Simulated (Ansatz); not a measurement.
Take Mg₂Ge in the anti-fluorite structure (space group Fm-3m, No. 225; a = 6.286 Å) as the base. Axes: x, y, z lie along the cube axes.

Method: LDA (Ansatz, a quantum-chemistry and plane-wave program, PAW, without spin-orbit coupling).

Strains are applied to the cell and any free atomic positions relax; under biaxial strain the out-of-plane vector relaxes too.

One change was made to it. Results:

The shortest interatomic distance shrinks by 0.028 Å to 2.694 Å; the band gap changes from 0.10 eV to zero; the energy increases by 7.2 meV/atom; the pressure (mean of the normal stresses, compression positive) goes from zero to 1.9 GPa.

Task: Which of these changes matches the shifts?
A) biaxial strain −1.50 %, plane normal [001], relaxed out of plane
B) biaxial strain −2.00 %, plane normal [001], relaxed out of plane
C) biaxial strain +3.00 %, plane normal [001], relaxed out of plane
D) biaxial strain −3.00 %, plane normal [001], relaxed out of plane

Result: B, biaxial strain −2.00 %, plane normal [001], relaxed out of plane. For comparison, the energy relative to the base in the other runs: biaxial strain +3.00 %, plane normal [001], relaxed out of plane gives +15 meV/atom; biaxial strain −1.50 %, plane normal [001], relaxed out of plane gives +4.0 meV/atom; biaxial strain −3.00 %, plane normal [001], relaxed out of plane gives +17 meV/atom.

Whether these cells are dynamically stable was not tested. All final runs are without spin polarisation. Gaps under 0.05 eV, about the width of the smearing, are given as zero. A zero or small gap of Mg2Ge can be the functional's error rather than a property of the material.
